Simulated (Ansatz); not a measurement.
We consider CsCl-type CuZn, described by r²SCAN (Ansatz, a first-principles code, plane waves, PAW).

Run with plane-wave cutoff 600 eV, 16×16×16 k mesh, Fermi–Dirac smearing 0.1 eV, finite displacements, force constants from a 4×4×4 q mesh, no spin polarisation, scalar-relativistic PAW data made under PBE.

Computed at the level's own relaxed cell.

CuZn is modelled in the cubic space group Pm-3m (No. 221), the CsCl type structure, Pearson symbol cP2. Cell: a = b = c = 2.9195 Å, α = β = γ = 90.00°. Zn on 1b is coordinated by 8 Cu at 2.528 Å and 6 Zn at 2.920 Å. Cu on 1a is coordinated by 8 Zn at 2.528 Å and 6 Cu at 2.920 Å. (Neighbours: up to the widest gap in distance over summed covalent radii, below 1.35, at either atom.)

Harmonic phonon frequencies (cm⁻¹; i marks an imaginary mode):

```json
[
 {"q point": "Γ", "frequencies": "0 0 0 208 208 208"},
 {"q point": "R", "frequencies": "147 147 147 171 171 171"}
]
```

No imaginary mode appears at these points.
